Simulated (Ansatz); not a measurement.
**Ge under a change: uniaxial strain ε_zz = −1.50 %**

The parent structure is Ge in the diamond structure (space group Fd-3m, No. 227; a = 5.676 Å). Axes: x, y, z lie along the cube axes.

One thing is altered: uniaxial strain ε_zz = −1.50 %, all other strain components held at zero; the atoms relax in the strained cell.

Level of theory: PBEsol (Ansatz, an electronic-structure program; PAW; 420 eV plane waves; scalar-relativistic without spin-orbit coupling). Settings: 14×14×14 k-points, 0.05 eV Fermi–Dirac smearing.

```json
[
 {"quantity": "volume per atom", "base": "22.86 Å³", "changed": "22.52 Å³", "shift": "-0.34 Å³"},
 {"quantity": "space group", "base": "Fd-3m (No. 227)", "changed": "I4_1/amd (No. 141)", "shift": "–"},
 {"quantity": "shortest interatomic distance", "base": "245.8 pm", "changed": "244.6 pm", "shift": "-1.2 pm"},
 {"quantity": "energy relative to the base (free energy F)", "base": "0 meV/atom", "changed": "+1.8 meV/atom", "shift": "+1.8 meV/atom"},
 {"quantity": "pressure (mean of the normal stresses, compression positive)", "base": "0.0 GPa", "changed": "1.0 GPa", "shift": "+1.0 GPa"},
 {"quantity": "band gap", "base": "zero", "changed": "zero", "shift": "–"},
 {"quantity": "stress (xx, yy, zz, yz, xz, xy; compression positive) (rough)", "base": "–", "changed": "(0.7, 0.7, 1.7, 0.0, 0.0, 0.0) GPa", "shift": "–"}
]
```

Without a gap, meshes like the base's 14×14×14 leave anisotropic stresses uncertain by several tenths of a GPa, and small strain energies with them. Whether these cells are dynamically stable was not tested. Gaps under 0.05 eV, about the width of the smearing, are given as zero. The zero or small gap of Ge can change with the level of theory.
